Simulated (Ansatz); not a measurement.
## Pressure series in SrTiO3

Start from SrTiO$_{3}$ in the cubic perovskite structure (space group Pm-3m, No. 221).

```xyz
5
Lattice="3.8911 0.0000 0.0000 0.0000 3.8911 0.0000 0.0000 0.0000 3.8911" Properties=species:S:1:pos:R:3 pbc="T T T"
Sr     0.0000     0.0000     0.0000
Ti     1.9455     1.9455     1.9455
O      0.0000     1.9455     1.9455
O      1.9455     1.9455     0.0000
O      1.9455     0.0000     1.9455
```

Cell and atoms are relaxed at each pressure.

Calculations: Kohn–Sham DFT with the PBEsol functional, run in Ansatz (an electronic-structure program) with PAW and 420 eV plane waves, spin-orbit coupling left out.

Computed cases, in order: pressure −2 GPa; pressure −1 GPa; 0 GPa (base); pressure 3 GPa; pressure 7 GPa; pressure 15 GPa; pressure 30 GPa; pressure 50 GPa; pressure 75 GPa; pressure 100 GPa.

Problem. Between which two neighbouring cases does the gap turn between direct and indirect?

Solution. Between pressure 75 GPa (2.20 eV, indirect, R → Γ) and pressure 100 GPa (2.18 eV, direct at Γ). The whole series: pressure −2 GPa: 1.83 eV, indirect, R → Γ; pressure −1 GPa: 1.84 eV, indirect, R → Γ; 0 GPa (base): 1.85 eV, indirect, R → Γ; pressure 3 GPa: 1.88 eV, indirect, R → Γ; pressure 7 GPa: 1.91 eV, indirect, R → Γ; pressure 15 GPa: 1.97 eV, indirect, R → Γ; pressure 30 GPa: 2.05 eV, indirect, R → Γ; pressure 50 GPa: 2.13 eV, indirect, R → Γ; pressure 75 GPa: 2.20 eV, indirect, R → Γ; pressure 100 GPa: 2.18 eV, direct at Γ.

Load acts through the strain it causes; cell and atoms are relaxed under it. No phonon test of stability was made. No other phases were tried under pressure. All final runs are without spin polarisation. Many cubic perovskites are stable only at high temperature; tilts and polar distortions were not tested.
